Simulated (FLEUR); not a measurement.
A self-consistent single point of TcN (P4_2/mmc, 4 atoms in the cell) with FLEUR.

Level of theory: LDA (Perdew-Zunger), all-electron FLAPW (FLEUR), scalar-relativistic valence run with FLEUR.

```
TcN
1.0
    2.66149     0.00000     0.00000
    0.00000     2.66149     0.00000
    0.00000     0.00000     6.02184
Tc N
2 2
Cartesian
  1.33074   0.00000   3.01092
  0.00000   1.33074   0.00000
  0.00000   0.00000   4.51638
  0.00000   0.00000   1.50546
```

Reference input (self-consistent single point, DFT, PBEsol, all-electron FLAPW (FLEUR), scalar-relativistic valence): Kmax = 4.8 1/bohr; GmaxXC = 14.4 1/bohr; xcFunctional = PBEs; jspins = 1; l_soc = F; mode = hist; fermiSmearingEnergy = 0.00367493 Htr; mesh (inpgen div1-3) = 8 8 4; inpgen gamma flag = true; Gmax = 14.4 1/bohr; numbands = 0; maxIterBroyd = 40. This run's input differs from it in these lines:

```diff
@@ -16,3 +16,3 @@
 &comp jspins=1 /
-&exco xctyp='PBEs' /
+&exco xctyp='pz' /
 &kpt div1=8 div2=8 div3=4 gamma=t /
@@ -29,3 +29,3 @@
       <coreElectrons ctail="T" frcor="F" kcrel="0" coretail_lmax="0"/>
-      <xcFunctional name="PBEs" relativisticCorrections="F"/>
+      <xcFunctional name="pz" relativisticCorrections="F"/>
       <magnetism jspins="1"/>
```

Output, abridged:

```
 Iteration:     1   Distance:      26.18794562 me/bohr^3
 Iteration:     2   Distance:      21.09142638 me/bohr^3
 Iteration:     3   Distance:       8.64469761 me/bohr^3
 Iteration:     4   Distance:       9.00117684 me/bohr^3
 Iteration:     5   Distance:       3.13582794 me/bohr^3
   [... 8 lines left out ...]
 Iteration:    14   Distance:       0.00037835 me/bohr^3
 Iteration:    15   Distance:       0.00001159 me/bohr^3
 Iteration:    16   Distance:       0.00001027 me/bohr^3
 Iteration:    17   Distance:       0.00000139 me/bohr^3
 Run finished successfully
 Stop message:
   Structural relaxation: Done

[file out, last iteration]
             iter=     18
[...]
          total density-effective poten   -1.4138966140E+04
          total charge density-energy d   -2.6192296702E+02
 Updated energy parameters for spin:           1
[...]
 fermi energy and band-weighting factors:

[...]
FERMIE:
          first approx. to ef    (T=0)  :   0.527328 htr   (energy of the highest occ. eigenvalue)
          number of occ. states  (T=0)  :        903
          first approx. to seigv (T=0)  : -10.781644 htr
          sum of weights of occ. states :  20.015625
          sum of semicore charge        :   0.000000 e
FERHIS:  Fermi-Energy by histogram:
          bandgap                     :   0.000304 htr
   [... lines left out ...]
          charge neutrality (T=0)     :   0.031250    (zero if the highest occ. eigenvalue is "entirely" occupied)
     EF_NEWTON:  Adjust Fermi-Energy by Newton-Method.
 Direct bandgap for spin            1 :    1.1964814615804453E-002  Htr
 ---->    free energy=                     -8673.5044472769 htr
   [... lines left out ...]
      extrapolation for T->0
 ---->    total electron energy=           -8673.5025607729 htr
 ***** TOTAL FORCES ON ATOMS *****
 TOTAL FORCE FOR ATOM TYPE=  1  X=  2.515   Y=  0.000   Z=  5.690
                       FX_TOT= 0.000000 FY_TOT= 0.000000 FZ_TOT= 0.000000
 TOTAL FORCE FOR ATOM TYPE=  2  X=  0.000   Y=  0.000   Z= -2.845
                       FX_TOT= 0.000000 FY_TOT= 0.000000 FZ_TOT= 0.000000
 Structural relaxation: Done
```

The run converged in 17 iterations. FLEUR gives forces in its relaxation mode, with a further iteration, so its stop message speaks of a relaxation. 

The starting cell comes from a database of computed structures (which also holds hypothetical and non-ambient phases and stackings), without a prior relaxation at this level. Its lattice was rescaled by a random factor within 2.5 % of one. Spin polarisation is off. Values depend on the basis (sphere radii, cutoffs, local orbitals), which need not be converged. The log's line on a gap gives a spacing of levels on this mesh, which the program prints for metals too.

Cost on one core of a shared machine: roughly 80 s.
